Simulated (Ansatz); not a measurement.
Start of a relaxation of HfO2-1T on HfO2-1T on HfO2-1T on HfO2-1T:

```yaml
crystal:
  lattice:
    - [3.24211, 0.00000, 0.00000]
    - [-1.62105, 2.80775, 0.00000]
    - [0.00000, 0.00000, 36.92000]
  atoms:
    - { symbol: O, position: [0.66667, 0.33333, 0.24377] }
    - { symbol: Hf, position: [0.00000, 0.00000, 0.27634] }
    - { symbol: O, position: [0.33333, 0.66667, 0.30891] }
    - { symbol: O, position: [0.66667, 0.33333, 0.39288] }
    - { symbol: Hf, position: [0.00000, 0.00000, 0.42545] }
    - { symbol: O, position: [0.33333, 0.66667, 0.45802] }
    - { symbol: O, position: [0.66667, 0.33333, 0.54198] }
    - { symbol: Hf, position: [0.00000, 0.00000, 0.57455] }
    - { symbol: O, position: [0.33333, 0.66667, 0.60712] }
    - { symbol: O, position: [0.66667, 0.33333, 0.69109] }
    - { symbol: Hf, position: [0.00000, 0.00000, 0.72366] }
    - { symbol: O, position: [0.33333, 0.66667, 0.75623] }
```

All values below come from PBE+D3(BJ) (plane waves to 420 eV, PAW; Ansatz, an electronic-structure program). Spin–orbit coupling is left out. Its k-point mesh 12×12×1, Fermi–Dirac width 0.01 eV. A dipole correction is on.

Held fixed: the whole cell; free forces relaxed under 0.012 eV/Å.

Q: What does it relax into, and how much energy is released?

A: The energy falls by 3.429 eV, and the end has space group P-3m1, which the start had and the run cannot lower; the largest move of an atom within the cell is 1.471 Å (O12).

```yaml
crystal:
  lattice:
    - [3.24211, 0.00000, 0.00000]
    - [-1.62105, 2.80775, 0.00000]
    - [0.00000, 0.00000, 36.92000]
  atoms:
    - { symbol: O, position: [0.66667, 0.33333, 0.28362] }
    - { symbol: Hf, position: [0.00000, 0.00000, 0.30997] }
    - { symbol: O, position: [0.33333, 0.66667, 0.33627] }
    - { symbol: O, position: [0.66667, 0.33333, 0.41048] }
    - { symbol: Hf, position: [0.00000, 0.00000, 0.43677] }
    - { symbol: O, position: [0.33333, 0.66667, 0.46306] }
    - { symbol: O, position: [0.66667, 0.33333, 0.53694] }
    - { symbol: Hf, position: [0.00000, 0.00000, 0.56323] }
    - { symbol: O, position: [0.33333, 0.66667, 0.58952] }
    - { symbol: O, position: [0.66667, 0.33333, 0.66373] }
    - { symbol: Hf, position: [0.00000, 0.00000, 0.69003] }
    - { symbol: O, position: [0.33333, 0.66667, 0.71638] }
```
